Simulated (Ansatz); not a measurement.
Start from SiC in the wurtzite structure (space group P6_3mc, No. 186; a = 3.0760 Å, c = 5.0478 Å). Axes: x lies along a and z along c of the hexagonal cell.

All numbers come from Ansatz (a program for electronic structure), PBEsol, PAW, cutoff 420 eV, no spin-orbit coupling.

One thing is altered: the cell is stretched by 3.00 % along x with no lateral relaxation, atoms relaxed at fixed cell.

### Question
Predict the stress tensor and what it implies for the stiffness.

### Answer
Stress of the strained cell less that of the base (GPa, compression positive):
```
 -13.94    0.00    0.00
   0.00   -3.10    0.00
   0.00    0.00   -1.62
```

Then −Δσ_ii/ε with ε = 0.0300 gives secant stiffness values (nonlinear terms included at this strain): C11 ≈ 465 GPa, C12 ≈ 103 GPa and C13 ≈ 54 GPa.

As a check, the harmonic strain energy −½ V₀ Δσ:ε is 13 meV/atom; the computed energy rise is 14 meV/atom.

Whether these cells are dynamically stable was not tested.
